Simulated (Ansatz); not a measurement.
A computed series for HfS2: response to strain

Consider HfS₂ in the CdI2 type structure (space group P-3m1, No. 164; a = 3.606 Å, c = 5.768 Å; layered, stacked along the Cartesian z axis). Axes: x lies along a and z along c of the hexagonal cell.

Strains are applied to the cell and any free atomic positions relax; under biaxial strain the out-of-plane vector relaxes too.

Level of theory: PBE-D3(BJ) (Ansatz, a program for electronic structure; PAW; 420 eV plane waves; without spin-orbit coupling).

Candidates:
(a) biaxial strain +2.00 %, plane normal [001], relaxed out of plane
(b) biaxial strain +1.00 %, plane normal [001], relaxed out of plane
(c) biaxial strain −3.00 %, plane normal [001], relaxed out of plane

For the base:

```
Item       Result
--------  -------
Band gap  0.85 eV
```

Question: Order them by band gap, highest first.

Answer: (a) biaxial strain +2.00 %, plane normal [001], relaxed out of plane (0.96 eV), (b) biaxial strain +1.00 %, plane normal [001], relaxed out of plane (0.91 eV), (c) biaxial strain −3.00 %, plane normal [001], relaxed out of plane (0.55 eV)

With Hf present, leaving out spin-orbit coupling can change the band edges. No phonon test of stability was made.
